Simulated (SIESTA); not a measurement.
Band structure of Tl3VSe4 (I-43m, 8 atoms in the cell).

```
CELL_PARAMETERS angstrom
     -3.91937     3.91937     3.91937
      3.91937    -3.91937     3.91937
      3.91937     3.91937    -3.91937
ATOMIC_POSITIONS crystal
  V  0.00000 0.00000 0.00000
  Tl 0.50000 0.50000 0.00000
  Tl 0.00000 0.50000 0.50000
  Tl 0.50000 0.00000 0.50000
  Se 0.66378 0.66378 0.66378
  Se 0.33622 0.00000 0.00000
  Se 0.00000 0.00000 0.33622
  Se 0.00000 0.33622 0.00000
```

Method of the run: LDA PW92, numerical atomic orbitals DZP, PseudoDojo LDA standard norm-conserving potentials (rewritten from UPF to PSML) in SIESTA.

Settings: XC.functional = LDA; XC.authors = PW92; potentials = PseudoDojo LDA standard; PAO.BasisSize = DZP; PAO.EnergyShift = 0.005 Ry; MeshCutoff = 350 Ry; kgrid.MonkhorstPack = 3 3 3; OccupationFunction = FD; ElectronicTemperature = 10 meV; MaxSCFIterations = 150; SCF.Mixer.Method = Broyden; SCF.Mixer.Weight = 0.25; SCF.Mixer.History = 8; SCF.DM.Tolerance = 1.0E-04.

The starting cell comes from a database of computed structures (which also holds hypothetical and non-ambient phases and stackings), without a prior relaxation at this level. Spin-orbit coupling is off. Values carry the incompleteness of an atom-centred basis.

Task: Predict the gap along the standard path and the places of the band edges.

Result: The gap along the path is 1.53 eV, from H to N; the smallest direct gap on it is 1.60 eV. Another conduction valley lies within 0.1 eV, so the order of the valleys is not sure.

Levels in eV from the top of the valence band on the path, bands 55 to 59:
| point | 55 | 56 | 57 | 58 | 59 |
|---|---|---|---|---|---|
| Γ | -1.51 | -1.51 | -0.81 | -0.81 | 2.25 |
| H | -0.54 | 0.00 | 0.00 | 0.00 | 1.92 |
| N | -0.60 | -0.50 | -0.44 | -0.07 | 1.53 |
| P | -0.65 | -0.65 | -0.65 | -0.65 | 1.61 |

Higher empty bands are left out: an atom-centred basis made for the valence describes them poorly.
